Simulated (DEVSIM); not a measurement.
Structure: abrupt In0.53Ga0.47As p-n junction, at 400 K.

Layer 1 from the left is In0.53Ga0.47As, thickness (μm) 4.00, Na (cm⁻³) 1.2e17, τn (s) 4.4e-10, τp (s) 4.4e-10. Layer 2 from the left is In0.53Ga0.47As, thickness (μm) 15.0, Nd (cm⁻³) 2.7e16, τn (s) 4.4e-10, τp (s) 1.3e-11.

Left contact: ohmic. Right contact: ohmic. Voltage is applied to the left contact. Recombination: SRH at mid-gap, radiative, Auger. Mobility is constant in doping.

This is a model device: material constants are rounded textbook-type values typed into the input, and sizes, dopings and lifetimes were drawn at random. Values at 300 K; Nc and Nv go as T^1.5, mobilities as T to minus their exponent, the gap by Varshni's rule with the affinity fixed.

In0.53Ga0.47As: gap (eV) 0.74, affinity (eV) 4.51, permittivity 13.9, Nc (cm⁻³) 2.1e17, Nv (cm⁻³) 7.7e18, μn (cm²/Vs) 12000, μp (cm²/Vs) 300, T exponent of μn 1.6, T exponent of μp 1.6, B (cm³/s) 9.6e-11, Cn (cm⁶/s) 5e-29, Cp (cm⁶/s) 5e-29, Varshni α (eV/K) 0.00035, Varshni β (K) 190.

Q: Estimate by hand the built-in potential, the peak field at zero bias, the capacitance at -0.75 V, and compare with a numerical solution.

A: 
- Built-in potential: ni = √(Nc Nv) exp(−Eg/2kT) = 6.65e13 cm⁻³ with Eg = 0.709 eV; Vbi = kT/q ln(Na Nd/ni²) = 0.465 V; numerical 0.465 V.
- Peak field at zero bias: depletion approximation: W = √(2εVbi/(qN)) = 0.180 μm with N = 2.20e16 cm⁻³; field = 2Vbi/W = 51700 V/cm; numerical 48200 V/cm (estimate above by 7.2 %).
- Capacitance at -0.75 V: C = √(qεN / 2(Vbi + |V|)) = 42.3 nF/cm²; numerical 43.5 nF/cm² (estimate below by 2.9 %).

Model (solved in DEVSIM): 1D drift-diffusion, Boltzmann statistics, complete ionisation; no tunnelling, impact ionisation, image-force lowering or self-heating.
